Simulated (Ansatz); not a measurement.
# What each level gives and costs: BaC2 (C2/c, 6 atoms in the cell)

```
CELL_PARAMETERS angstrom
      3.83047    -2.38863     0.00000
      3.83047     2.38863     0.00000
     -2.88093     0.00000     7.82739
ATOMIC_POSITIONS crystal
  Ba 0.81021 0.18979 0.25000
  Ba 0.18979 0.81021 0.75000
  C  0.58597 0.89327 0.44553
  C  0.41403 0.10673 0.55447
  C  0.10673 0.41403 0.05447
  C  0.89327 0.58597 0.94553
```

Program: Ansatz (a first-principles code), default PAW files made with PBE; each row names its functional.

Base settings: basis.ecutwfc = 420 eV; kpoints.mp_grid.grid = 5 5 2; hamiltonian.xc = hse06; hamiltonian.pseudopotentials = {kind: paw} (the program's default PAW files); scf.occupations.method = gaussian; scf.occupations.width = 0.02 eV.

Differences are taken from HSE06, a reference of convenience: it is no measurement, and no ranking of the functionals follows.

Core times come from one kind of shared machine and are given to one figure; runs under 30 s give none.

The starting cell comes from a database of computed structures (which also holds hypothetical and non-ambient phases and stackings), without a prior relaxation at this level. Ansatz's pressure includes its estimate of the finite-basis (Pulay) stress. Another mesh or the band path of this cell gives a smaller gap, so this value is not converged in the mesh.

| level | gap on the mesh less reference (eV) | pressure less reference (GPa) | largest difference in the force on any atom (eV/Å) | core time / reference (rough) |
|---|---|---|---|---|
| PBEsol | -1.339 | -0.59 | 0.925 | – |
| PBE0 | 0.743 | -0.05 | 0.035 | 0.9 |
| HSE06 | 0.000 | 0.00 | 0.000 | 1 |

Keys are those of Ansatz 0.2.
